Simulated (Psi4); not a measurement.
Psi4 1.11, TPSS/def2-svpd: Ta(O)(OH)2(Me) ([CH3][Ta](=[O])([OH])[OH]), 10 atoms. The geometry is a generated start, not checked to be a minimum at this level.

| Property | Result |
|---|---|
| task | energy |
| method | tpss |
| basis | def2-svpd |
| memory | 3 GB |
| maxiter | 100 |
| keys of the molecule block | symmetry c1 |
| scf_type | df (default) |
| e_convergence | 1e-06 (default) |
| d_convergence | 1e-06 (default) |
| dft_radial_points | 75 (default) |
| dft_spherical_points | 302 (default) |
| effective core potentials | those of the basis set, past Kr |
| basis functions | 164 |
| grid points | 216467 |

```xyz
10

Ta     0.6159     0.6138    -0.0421
O      1.8185    -0.0359    -1.0752
O      1.1007     0.4798     1.7184
H      1.6804     0.3153     2.4625
O     -0.4580     1.8112    -0.9139
H     -0.7664     2.3745    -1.6245
C     -0.8227    -1.1710    -0.1226
H     -0.4700    -1.9026    -0.8449
H     -1.8186    -0.8405    -0.4136
H     -0.8797    -1.6445     0.8557
```

Charge 0 and multiplicity 1 are set for this test and not shown to be the ground state.

With the defaults (diis = true, scf_initial_accelerator = adiis, damping_percentage = 0, guess = auto, which took SAD, diis_max_vecs = 10) it converges in 12 SCF iterations. One run each on 2 threads, with these changes:
- diis_max_vecs = 3
- diis_max_vecs = 6
- guess = huckel
- guess = sap
- guess = core
- guess = gwh
- diis = false, scf_initial_accelerator = none, damping_percentage = 60
- guess = modhuckel
- damping_percentage = 20

Q: Which runs fail or end elsewhere than the default run?

A: No convergence: diis = false, scf_initial_accelerator = none, damping_percentage = 60 (the run ends without SCF convergence in 100 iterations). The rest reach the solution of the defaults.

```json
[
 {"setting": "the defaults", "SCF iterations": "12", "end": "same solution"},
 {"setting": "guess = huckel", "SCF iterations": "14", "end": "same solution"},
 {"setting": "guess = modhuckel", "SCF iterations": "14", "end": "same solution"},
 {"setting": "diis_max_vecs = 6", "SCF iterations": "15", "end": "same solution"},
 {"setting": "guess = sap", "SCF iterations": "15", "end": "same solution"},
 {"setting": "guess = core", "SCF iterations": "15", "end": "same solution"},
 {"setting": "guess = gwh", "SCF iterations": "15", "end": "same solution"},
 {"setting": "damping_percentage = 20", "SCF iterations": "23", "end": "same solution"},
 {"setting": "diis_max_vecs = 3", "SCF iterations": "35", "end": "same solution"},
 {"setting": "diis = false, scf_initial_accelerator = none, damping_percentage = 60", "SCF iterations": "100", "end": "no convergence"}
]
```

1 further run of the study ended by our limits or in an error and is left out.
